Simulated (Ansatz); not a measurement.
Rock-salt CsH, treated with r²SCAN+rVV10 (Ansatz, a first-principles code, plane waves, PAW).

Numerical settings: plane-wave cutoff 560 eV, 10×10×10 k mesh, Fermi–Dirac smearing 0.01 eV, scalar-relativistic PAW data made under PBE.

Computed at the level's own relaxed cell.

Q: Predict the band gap, direct gap at Γ and equilibrium lattice constant a.

A: 
* **band gap**: 2.54 eV (on the SCF k mesh)
* **direct gap at Γ**: 7.42 eV
* **equilibrium lattice constant a**: 6.285 Å

Spin–orbit coupling is not included.

Computing time: very roughly 30 core-seconds.
